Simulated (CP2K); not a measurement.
A self-consistent single point of Zr₃Au (Pm-3n, 8 atoms in the cell) with CP2K.

Computed with CP2K with LDA (Pade form), GPW, DZVP-MOLOPT-SR-GTH basis, GTH-PADE potentials (GTH_POTENTIALS).

```
Zr3Au
1.0
    5.54605     0.00000     0.00000
    0.00000     5.54605     0.00000
    0.00000     0.00000     5.54605
Zr Au
6 2
Direct
  0.50000   0.25000   0.00000
  0.50000   0.75000   0.00000
  0.25000   0.00000   0.50000
  0.75000   0.00000   0.50000
  0.00000   0.50000   0.25000
  0.00000   0.50000   0.75000
  0.50000   0.50000   0.50000
  0.00000   0.00000   0.00000
```

Reference input (self-consistent single point, DFT PBEsol, GPW, DZVP-MOLOPT-SR-GTH basis, GTH-PBE potentials (GTH_POTENTIALS)): CUTOFF = 500 Ry; REL_CUTOFF = 50 Ry; SMEAR/METHOD = FERMI_DIRAC; ELECTRONIC_TEMPERATURE = 1160.45 K; KPOINTS/SCHEME = MONKHORST-PACK 5 5 5; XC_FUNCTIONAL = PBE:PBESOL; Zr/BASIS_SET = DZVP-MOLOPT-SR-GTH-q12; Zr/POTENTIAL = GTH-PBE-q12; Au/BASIS_SET = DZVP-MOLOPT-SR-GTH-q11; Au/POTENTIAL = GTH-PBE-q11; METHOD = GPW; EPS_DEFAULT = 1e-10. This run's input differs from it in these lines:

```diff
@@ -43,6 +43,3 @@
     &XC
-      &XC_FUNCTIONAL
-        &PBE
-          PARAMETRIZATION PBESOL
-        &END PBE
+      &XC_FUNCTIONAL PADE
       &END XC_FUNCTIONAL
@@ -84,3 +81,3 @@
       BASIS_SET DZVP-MOLOPT-SR-GTH-q12
-      POTENTIAL GTH-PBE-q12
+      POTENTIAL GTH-PADE-q12
     &END KIND
@@ -88,3 +85,3 @@
       BASIS_SET DZVP-MOLOPT-SR-GTH-q11
-      POTENTIAL GTH-PBE-q11
+      POTENTIAL GTH-PADE-q11
     &END KIND
```

The program printed (abridged):

```
 SCF WAVEFUNCTION OPTIMIZATION

  Step     Update method      Time    Convergence         Total energy    Change
     1 NoMix/Diag. 0.20E+00      -     1.60553166      -351.6536666083 -3.52E+02
     2 Broy./Diag. 0.20E+00      -     0.17012540      -357.9539642652 -6.30E+00
     3 Broy./Diag. 0.20E+00      -     0.13392005      -354.2334602182  3.72E+00
     4 Broy./Diag. 0.20E+00      -     0.12618558      -351.0875027708  3.15E+00
     5 Broy./Diag. 0.20E+00      -     0.02671740      -349.5215571660  1.57E+00
     6 Broy./Diag. 0.20E+00      -     0.02690845      -349.6701287059 -1.49E-01
   [... 4 lines left out ...]
    11 Broy./Diag. 0.20E+00      -     0.00000847      -349.8405336231  2.16E-04
    12 Broy./Diag. 0.20E+00      -     0.00001296      -349.8408296354 -2.96E-04
    13 Broy./Diag. 0.20E+00      -     0.00000172      -349.8410447380 -2.15E-04
    14 Broy./Diag. 0.20E+00      -     0.00000087      -349.8409881495  5.66E-05
  *** SCF run converged in    14 steps ***

  Overlap energy of the core charge distribution:               0.00000000000487
  Self energy of the core charge distribution:               -634.28093282009752
  Core Hamiltonian energy:                                    149.59494466485583
  Hartree energy:                                             180.35681619559827
  Exchange-correlation energy:                                -45.50192762443887
  Electronic entropic energy:                                  -0.00988855810601
  Fermi energy:                                                 0.40026573341480

  Total energy:                                              -349.84098814947930
  Total energy (extrapolated to T->0):                       -349.83604387042629

                     Mulliken Population Analysis

   [... lines left out ...]

 STRESS| Analytical stress tensor [bar]
 STRESS|                        x                   y                   z
 STRESS|      x       -8.57385730900E+04  -6.28083706265E-06   2.82981840190E-03
 STRESS|      y       -6.28083706265E-06  -8.57386239576E+04   2.82535519472E-03
 STRESS|      z        2.82981840190E-03   2.82535519472E-03  -8.57386473601E+04
 STRESS| 1/3 Trace                                            -8.57386148025E+04
```

The run converged in 14 iterations. Against the reference run the pressure goes from -5.11 to -8.57 GPa.

The starting cell comes from a database of computed structures (which also holds hypothetical and non-ambient phases and stackings), without a prior relaxation at this level. Its lattice was rescaled by a random factor within 2.5 % of one. Values carry the incompleteness of an atom-centred basis. With a pressure of about -9 GPa the cell is away from its equilibrium volume at this level.

Cost on one core of a shared machine: roughly 4 min.
